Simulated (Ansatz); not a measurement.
The parent structure is Al₂O₃ in the corundum structure (space group R-3c, No. 167; a = 4.7292 Å, c = 12.8916 Å (hexagonal axes)).

Calculations: Ansatz (a program for electronic structure), LDA, PAW, cutoff 420 eV, no SOC.

For the base:

The pressure is -0.01 GPa.

The change: every lattice vector is stretched by 0.75 %, atoms relaxed at fixed cell.

Task: Predict the new pressure and energy relative to the base.

Result: The pressure (mean of the normal stresses, compression positive) drops by 5.52 GPa (-0.01 GPa → -5.53 GPa); the energy rises by 3.3 meV/atom.

The cells carry an imposed strain or load. Stability against distortions was not tested.
